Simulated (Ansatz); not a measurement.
ZnSnN2: pressure series

Base system: ZnSnN2 (space group Pna2_1, No. 33; a = 5.906 Å, b = 6.805 Å, c = 5.537 Å).

Cell and atoms are relaxed at each pressure.

Method: PBE (Ansatz, a first-principles code; PAW; 420 eV plane waves; no spin-orbit coupling).

```
pressure (GPa)  volume per atom (Å³/atom)
--------------  -------------------------
0                                  13.907
0.3                                13.876
0.7                                13.836
1.5                                13.753
3                                  13.609
5                                  13.429
7.5                                     ?
10                                 13.029
```

Fit the third-order Birch–Murnaghan form P(V) = (3B₀/2)[(V₀/V)^(7/3) − (V₀/V)^(5/3)]·[1 + (3/4)(B₀′ − 4)((V₀/V)^(2/3) − 1)] (squares taken in P) to the rows shown and predict the withheld row.

Least squares on the printed values gives V₀ = 13.908 Å³/atom, B₀ = 131 GPa, B₀′ = 4.7; this predicts 13.221 Å³/atom, and the run gives 13.221 Å³/atom, in agreement.

Load acts through the strain it causes; cell and atoms are relaxed under it. Whether these cells are dynamically stable was not tested. Competing high-pressure phases were not computed.
